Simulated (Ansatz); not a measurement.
The reference is NiSi2 (space group Fm-3m, No. 225; a = 5.445 Å; non-magnetic).

(Cell as relaxed with PBE.)

Levels (all Ansatz, a first-principles code, PAW): PBE (420 eV, without spin-orbit coupling); r2SCAN (500 eV, no spin-orbit coupling).

Each level relaxes its own structure.

```
quantity                  PBE    r2SCAN
-------------------  --------  --------
volume per atom      13.45 Å³  13.03 Å³
lattice parameter a   5.445 Å   5.387 Å
band gap                 zero      zero
```

PBE's volume per atom lies 0.42 Å³ above r2SCAN's (3.2 %); PBE's lattice parameter a lies 0.058 Å above r2SCAN's (1.1 %); the two agree on the band gap. Neither level is exact; r2SCAN is the comparison here, not a measurement.

Whether these cells are dynamically stable was not tested. Seeded moments were not kept for the base. All final runs are without spin polarisation.
